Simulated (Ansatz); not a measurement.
System: WRu (P-6m2, No. 187, 2 atoms in the cell; start mp-1219476). Method: r²SCAN (plane waves, PAW; Ansatz, a first-principles code).

Numerical settings: plane-wave cutoff 560 eV, 24×24×12 k mesh (along the axes of the cell as run), Fermi–Dirac smearing 0.05 eV, no spin polarisation, scalar-relativistic PAW data made under PBE.

Cell (relaxed at this level):

```cif
data_RuW
_chemical_formula_sum 'Ru1 W1'
_space_group_name_H-M_alt 'P 1'
_space_group_IT_number 1
_cell_length_a 2.76654
_cell_length_b 2.76654
_cell_length_c 4.44060
_cell_angle_alpha 90.000
_cell_angle_beta 90.000
_cell_angle_gamma 120.000
loop_
_space_group_symop_operation_xyz
  'x, y, z'
loop_
_atom_site_label
_atom_site_type_symbol
_atom_site_fract_x
_atom_site_fract_y
_atom_site_fract_z
_atom_site_occupancy
Ru1 Ru 0.00000 0.00000 0.50000 1
W1 W 0.66667 0.33333 0.00000 1
```

### Question
Predict the bulk modulus.

### Answer

- bulk modulus: 320 GPa

Note: the run has no spin polarisation, so it can have missed a magnetic state; the bulk modulus is −V dP/dV from two relaxed cells at ±2 % in volume; the relaxation could not lower the start's symmetry, so the cell can be a saddle point above a distorted one.

Spin–orbit coupling is not included.

It cost roughly 4 core-minutes of CPU time.

A start named mp-… is a Materials Project structure, which need not be a measured phase.
